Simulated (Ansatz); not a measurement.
A working Ansatz (a program for electronic structure) input for La3S4 (I-43d, 14 atoms in the cell) (DFT, PBEsol, plane waves, default PAW files made with PBE):

Ansatz 0.2 input:
```yaml
# La3S4
crystal:
  lattice:
    - [-4.386540, 4.386540, 4.386540]
    - [4.386540, -4.386540, 4.386540]
    - [4.386540, 4.386540, -4.386540]
  atoms:
    - { symbol: La, position: [0.250000, 0.625000, 0.375000] }
    - { symbol: La, position: [0.375000, 0.250000, 0.625000] }
    - { symbol: La, position: [0.750000, 0.875000, 0.125000] }
    - { symbol: La, position: [0.125000, 0.750000, 0.875000] }
    - { symbol: La, position: [0.625000, 0.375000, 0.250000] }
    - { symbol: La, position: [0.875000, 0.125000, 0.750000] }
    - { symbol: S, position: [0.150000, 0.150000, 0.150000] }
    - { symbol: S, position: [0.850000, 0.500000, 0.000000] }
    - { symbol: S, position: [0.500000, 0.000000, 0.350000] }
    - { symbol: S, position: [0.000000, 0.850000, 0.500000] }
    - { symbol: S, position: [0.350000, 0.500000, 0.000000] }
    - { symbol: S, position: [0.650000, 0.650000, 0.650000] }
    - { symbol: S, position: [0.000000, 0.350000, 0.500000] }
    - { symbol: S, position: [0.500000, 0.000000, 0.850000] }
kpoints:
  mp_grid:
    grid: [6, 6, 6]
hamiltonian:
  xc: pbesol
  pseudopotentials:
    kind: paw
scf:
  occupations:
    method: fermi_dirac
    width: 0.0073 Ry
output:
  forces: true
  eigenvalues: true
  stress: true
```

The run converged in 7 iterations: free energy E − TS (on the zero of these files) -44078.1114 eV; Fermi level (on the code's own zero) 11.37 eV; pressure -4.05 GPa; largest force (vector length) 0.003 eV/Å. Each of these slips is then made, one at a time:

(1)
```diff
-hamiltonian:
+hamiltonain:
```

(2)
```diff
-    width: 0.0073 Ry
+    width: 0.147 Ry
```

### Question
What happens in each case?

### Answer

(1) A keyword that the program does not know. The program stopped before any SCF iteration.
```
Error: YAML parse error: error: line 25 column 1: unknown field `hamiltonain`, expected one of crystal, accuracy, basis, kpoints, hamiltonian, magnetization, projection, total_charge, correlation, batch, efield, external_charges, scf, relax, neb, saddle, md, ramp, phonons, dielectric, real_time, elastic, magnetic_configurations, gw, evaluate, workf [...]
```

(2) A smearing width that is far too large. The run converged in 9 iterations without an error; against the sound input the free energy drops by 4.00 eV/atom, the pressure goes from -4.05 to 13.97 GPa and the largest force goes from 0.003 to 0.388 eV/Å.

The starting cell comes from a database of published, mostly measured structures (it also holds non-ambient and calculated ones), without a prior relaxation at this level. Its lattice was rescaled by a random factor within 2.5 % of one. In the base run, with a pressure of about -4 GPa the cell is away from its equilibrium volume at this level. Ansatz's pressure includes its estimate of the finite-basis (Pulay) stress.

Left out of this page: 2 runs of the series outside the window shown, repeating another row's setting, or not comparable; 2 runs of the series stopped by limits of time or memory; 1 run of the series on a method kept out of this collection.
